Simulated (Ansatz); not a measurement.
Adsorption energy and surface dipole of N on the 1x1 (110) surface of bcc W, one in a 1x1 cell, started at the site 'hollow W-W-W', worked from the runs' numbers; total energies count from the potentials' own zero.

Calculation: PBE (plane waves to 420 eV, PAW; Ansatz, an electronic-structure program).

Slab: 5 atoms, 6.6 Å thick at the start under the adsorbate (thin: gaps and levels are the slab's own); k 12x12x1, smearing 0.1 eV, dipole-corrected; 2 atoms held, the rest relaxed; symmetry of the start imposed; no spin, no spin-orbit, no U, no dispersion correction. At the end it is bonded to 3 W. In PBE it is, or lies within 0.03 eV of, the lowest of the starts that converged.

| quantity | value |
|---|---|
| slab with the adsorbate | -41921.290 eV |
| clean slab, same cell and mesh | -41536.375 eV |
| reference, ½ N2(g) | -384.013 eV |
| area of the cell | 7.17 Å² |
| change of the step from the bottom to the top vacuum level | 1.656 eV |

Task: What is the adsorption energy against this reference?

Result: E(slab + adsorbate) − E(slab) − E(reference) = -0.90 eV, so in this state the adsorbate is more stable than in the reference, at a coverage of 13.95 a nm².

Task: What dipole does adsorption add to the slab along the outward normal (Helmholtz relation, ε₀ = 0.005526 e/(V·Å))?

Result: p = −ε₀·A·ΔV = -0.066 e·Å = -0.32 D; its negative end points to the vacuum, which raises the vacuum level.
